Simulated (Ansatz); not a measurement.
BaZrO3: pressure series

Base system: BaZrO$_{3}$ in the cubic perovskite structure (space group Pm-3m, No. 221; a = 4.227 Å).

Cell and atoms are relaxed at each pressure.

Calculations: Ansatz (a program for electronic structure) PBE, no SOC, earlier PAW set.

### Question
Only one of these has a direct gap. Which?
(A) pressure −1 GPa
(B) pressure 75 GPa
(C) pressure −2 GPa
(D) pressure 15 GPa
(E) pressure 3 GPa

### Answer
B, pressure 75 GPa. Computed: pressure 15 GPa: indirect, R → Γ; pressure −1 GPa: indirect, R → Γ; pressure −2 GPa: indirect, R → Γ; pressure 3 GPa: indirect, R → Γ; pressure 75 GPa: direct at Γ

Load acts through the strain it causes; cell and atoms are relaxed under it. Whether these cells are dynamically stable was not tested. No other phases were tried under pressure.
